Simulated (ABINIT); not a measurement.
Input and output of a self-consistent single point for Li3C (Fm-3m, 4 atoms in the cell) (ABINIT).

Computed with revPBE, norm-conserving pseudopotentials (PseudoDojo nc-sr-05 PBE standard, files made for PBE) (plane waves; ABINIT 10.0.3).

```yaml
crystal:
  lattice:
    - [0.00000, 2.63994, 2.63994]
    - [2.63994, 0.00000, 2.63994]
    - [2.63994, 2.63994, 0.00000]
  atoms:
    - { symbol: Li, position: [0.75000, 0.75000, 0.75000] }
    - { symbol: Li, position: [0.25000, 0.25000, 0.25000] }
    - { symbol: Li, position: [0.50000, 0.50000, 0.50000] }
    - { symbol: C, position: [0.00000, 0.00000, 0.00000] }
```

Reference input (self-consistent single point, DFT, PBEsol, plane waves, norm-conserving pseudopotentials (PseudoDojo nc-sr-04 PBEsol standard)): pseudos = [Li.upf, C.upf]; ecut = 41 Ha; ixc = -116133; occopt = 7; tsmear = 0.136 eV; ngkpt = 7 7 7; nshiftk = 1; shiftk = 0 0 0; potentials = PseudoDojo nc-sr-04 PBEsol standard; nband = 12; kptopt = 1; nstep = 50. This run's input differs from it in these lines:

```diff
@@ -1,2 +1,2 @@
-# Li3C, PseudoDojo nc-sr-04 PBEsol standard
+# Li3C, PseudoDojo nc-sr-05 PBE standard
 pp_dirpath "./"
@@ -18,3 +18,3 @@
 ecut 41
-ixc -116133
+ixc 14
 occopt 7
```

Its files differ too (potentials: PseudoDojo nc-sr-04 PBEsol standard → PseudoDojo nc-sr-05 PBE standard).

The program printed (abridged):

```
--- !BeginCycle
solver: {iscf: 7, nstep: 50, nline: 4, wfoptalg: 0, }
tolerances: {tolvrs: 1.00E-12, }
...

     iter   Etot(hartree)      deltaE(h)  residm     vres2
 ETOT  1  -27.571025067370    -2.757E+01 9.121E-02 3.302E+02
 ETOT  2  -27.601705194869    -3.068E-02 2.658E-03 2.064E+02
 ETOT  3  -27.626339810685    -2.463E-02 5.080E-04 9.086E-01
 ETOT  4  -27.626379714618    -3.990E-05 6.094E-04 2.270E-02
 ETOT  5  -27.626380941094    -1.226E-06 2.574E-05 1.567E-03
 ETOT  6  -27.626381007426    -6.633E-08 8.142E-05 1.859E-05
 ETOT  7  -27.626381008905    -1.479E-09 2.985E-06 5.975E-07
 ETOT  8  -27.626381008973    -6.801E-11 9.914E-06 3.265E-09
 ETOT  9  -27.626381008974    -9.166E-13 3.573E-07 3.303E-11
 ETOT 10  -27.626381008973     7.816E-13 1.199E-06 2.671E-13
 At SCF step   10       vres2   =  2.67E-13 < tolvrs=  1.00E-12 =>converged.

 Cartesian components of stress tensor (hartree/bohr^3)
  sigma(1 1)= -6.95701291E-05  sigma(3 2)=  0.00000000E+00
  sigma(2 2)= -6.95701291E-05  sigma(3 1)=  0.00000000E+00
  sigma(3 3)= -6.95701291E-05  sigma(2 1)=  0.00000000E+00

 ----iterations are completed or convergence reached----

 reduced coordinates (array xred) for    4 atoms
       0.750000000000      0.750000000000      0.750000000000
       0.250000000000      0.250000000000      0.250000000000
       0.500000000000      0.500000000000      0.500000000000
       0.000000000000      0.000000000000      0.000000000000
 cartesian forces (eV/Angstrom) at end:
    1     -0.00000000000000    -0.00000000000000    -0.00000000000000
   [... lines left out ...]
 Fermi (or HOMO) energy (hartree) =   0.09918   Average Vxc (hartree)=  -0.34785
 Fermi (or HOMO) energy (eV) =   2.69876   Average Vxc (eV)=  -9.46554
   [... lines left out ...]
total_energy        : -2.76263810089730E+01
total_energy_eV     : -7.51752058297778E+02
band_energy         : -9.51489591534341E+00
...

-Cartesian components of stress tensor (GPa)         [Pressure=  2.0468E+00 GPa]
- sigma(1 1)= -2.04682352E+00  sigma(3 2)=  0.00000000E+00
- sigma(2 2)= -2.04682352E+00  sigma(3 1)=  0.00000000E+00
- sigma(3 3)= -2.04682352E+00  sigma(2 1)=  0.00000000E+00

 Calculation completed.
```

The run converged in 10 iterations. Against the reference run the pressure goes from -1.29 to 2.05 GPa.

The starting cell comes from a database of computed structures (which also holds hypothetical and non-ambient phases and stackings), without a prior relaxation at this level. The potentials were made for another functional than the one used.

Cost on one core of a shared machine: roughly 30 s.
